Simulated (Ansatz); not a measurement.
**Effect of tensor shear ε_xy = −0.88 % on Sb**

The reference is Sb (space group R-3m, No. 166; a = 4.3263 Å, c = 11.3390 Å (hexagonal axes); layered; relaxed with 0.1 eV smearing). Axes: x lies along a and z along c of the hexagonal cell.

Perturbation: a pure shear with ε_xy = ε_yx = -0.0088; the atoms relax in the strained cell.

The values are results of Kohn–Sham DFT with the r2SCAN+rVV10 functional, run in Ansatz (a program for electronic structure) with PAW and 500 eV plane waves, without spin-orbit coupling, not measurements. k-mesh 16×16×16 (Γ-centred); smearing 0.1 eV (Fermi–Dirac).

Volume per atom: 30.63 Å³ (base 30.63 Å³)
Space group: P-1 (No. 2) (base R-3m (No. 166))
Shortest interatomic distance: 2.910 Å (base 2.920 Å)
Energy relative to the base (free energy F): +1.0 meV/atom
Pressure (mean of the normal stresses, compression positive): 0.0 GPa (base 0.0 GPa)
Band gap: zero (base zero)
Stress (xx, yy, zz, yz, xz, xy; compression positive): (0.0, 0.0, 0.0, 0.0, -0.4, 0.6) GPa

With Sb present, leaving out spin-orbit coupling can change the band edges. No phonon test of stability was made.
